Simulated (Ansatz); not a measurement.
We consider CsCl-type TiCo, described by B3LYP (VWN-RPA form) in Ansatz (PAW).

Numerical settings: plane-wave cutoff 460 eV, 10×10×10 k mesh, Fermi–Dirac smearing 0.05 eV, no spin polarisation, scalar-relativistic PAW data made under PBE.

Pressure at four volumes; x = ln(V/13.022 Å³). One pressure is withheld.

| V (Å³/atom) | x | P (GPa) |
|---|---|---|
| 12.371 | -0.0513 | 11.12 |
| 13.022 | 0.0000 | 0.18 |
| 13.348 | 0.0247 | -4.33 |
| 13.673 | 0.0488 | ? |

Q: Pass a parabola P(x) through the three rows shown, estimate the bulk modulus and its pressure derivative near zero pressure, and predict the withheld pressure.

A: Slopes between the rows: (0.18 − (11.12))/(0.0000 − (-0.0513)) = -213.26 and (-4.33 − (0.18))/(0.0247 − (0.0000)) = -182.59 GPa. Their difference over the span 0.0760 is c = 30.67/0.0760 = 403.6 GPa, so P(x) = 11.12 + (-213.26)(x − (-0.0513)) + 403.6 (x − (-0.0513))(x − (0.0000)). At the middle row B = −dP/dx = −[-213.26 + 403.6 × 0.0513] = 192.6 GPa, and B′ = dB/dP = 2c/B = 4.2. At x = 0.0488 the parabola gives -8.26 GPa; the run gives -8.29 GPa. The Birch–Murnaghan fit to the energies at all volumes has B0 = 191 GPa and B′ = 4.1.

Measured, for comparison: bulk modulus 154 GPa (room temperature, no zero-point or thermal correction; as tabulated in Yamada et al. (2019), arXiv:1910.09660). Computed (rounded) less measured: bulk modulus +24 %.

Note: the run has no spin polarisation, so it can have missed a magnetic state.

Ansatz is a first-principles code.
